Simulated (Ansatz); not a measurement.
**Effect of electrons 1.0×10^21 cm⁻³ on BN**

Consider BN in the wurtzite structure (space group P6_3mc, No. 186; a = 2.554 Å, c = 4.224 Å).

Modification: 0.0239 electrons added to each cell, a density of 1.0×10^21 cm⁻³, with a uniform compensating background at fixed cell and a 300 K Fermi–Dirac width.

The values are results of PBE (Ansatz, a quantum-chemistry and plane-wave program), scalar-relativistic without spin-orbit coupling, earlier PAW set, not measurements. Γ-centred 26×26×14 mesh, Fermi–Dirac width 0.0259 eV.

Gap between the host's bands: 5.12 eV (base 5.22 eV)
Gap character: indirect, Γ → K (base indirect, Γ → K)
Fermi level relative to the doped band's edge (positive inside the band; to 0.05 eV): +0.50 eV

Final structure:

```
BN
1.0
    2.55408     0.00000     0.00000
   -1.27704     2.21190     0.00000
    0.00000     0.00000     4.22393
B N
2 2
Direct
  0.66667   0.33333   0.99925
  0.33333   0.66667   0.49925
  0.66667   0.33333   0.62595
  0.33333   0.66667   0.12595
```
Cell charge -0.023863.

Cost of the whole job for the changed cell (relaxation, final SCF and bands): very roughly 50 core-seconds.

Charged cell with a jellium background: band edges are those of the host's band count, energies are not comparable with the neutral cell, and many-body gap narrowing is missing. No phonon test of stability was made.
